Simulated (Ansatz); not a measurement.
System: interstitial F in anatase TiO2 (charge state -1). The step: several atoms move together, F the farthest (a rearrangement that moves the defect's centre by under 1 Å); the atom moves 0.79 Å along (0.02, 0.10, 0.07) of the unit cell; the moving atom starts with neighbours 2 O at 2.26, 2 O at 2.30; 2 Ti at 2.03 Å and ends with O at 2.19, 2 O at 2.35, O at 2.56, 2 O at 2.62; 2 Ti at 2.07 Å. DFT values are from Ansatz (plane-wave PAW, 420 eV unless said) in a cell of 108 host sites, spin-restricted, static, with no finite-size correction. The charge state is imposed; whether it is stable for some Fermi level was not computed. Sites that were not tried may lie lower. For the PBE band: the saddle point's order was not checked.

```csv
Level,Forward barrier (eV),Cost of the band or of the saddle's single point
"CHGNet universal potential (has no charge state), its own band",0.04,-
"PBE, the Γ point alone, band relaxed",0.11,very roughly 50 core-minutes
"PBE, a 2×2×2 k-point mesh shifted by half a step, same geometries",0.11,roughly 14 core-minutes
"r2SCAN at 500 eV, the Γ point alone, same geometries",0.13,about 3 core-minutes (a rough figure)
```

Ansatz is a program for electronic structure.
